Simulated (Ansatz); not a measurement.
A calculation on SiO₂ (P4₁2₁2, No. 92) returned lattice constant a 4.943 Å, lattice parameter c 6.868 Å, equilibrium volume per atom 13.98 Å³/atom, bulk modulus 11.2 GPa, cohesive energy 7.42 eV/atom.

For reference: equilibrium volume per atom 14.27 Å³/atom (measured, temperature not stated, no zero-point or thermal correction, from a published cell, temperature and pressure not stated; as tabulated in Journal of Applied Physics 57, 1045 (1985)).

Which level of theory produced these numbers?
A) PBE (Ansatz (a quantum-chemistry and plane-wave program))
B) LDA (Ansatz)
C) PBE-D3(BJ) (Ansatz)
D) r²SCAN+rVV10 (Ansatz)

B, LDA (Ansatz)

The others give: PBE-D3(BJ) 4.942 Å, 6.813 Å, 13.87 Å³/atom, 17.4 GPa, 6.51 eV/atom; PBE 5.084 Å, 7.100 Å, 15.29 Å³/atom, 15.7 GPa, 6.39 eV/atom; r²SCAN+rVV10 4.896 Å, 6.745 Å, 13.47 Å³/atom, 17.2 GPa, 6.55 eV/atom.

Unless a cell is named, each level is at its own relaxed cell (LDA 13.98, PBE 15.29, PBE-D3(BJ) 13.87, r²SCAN+rVV10 13.47 Å³/atom).

Ansatz's density-functional and Hartree–Fock values are scalar-relativistic unless marked +SOC, with PAW data made under PBE.
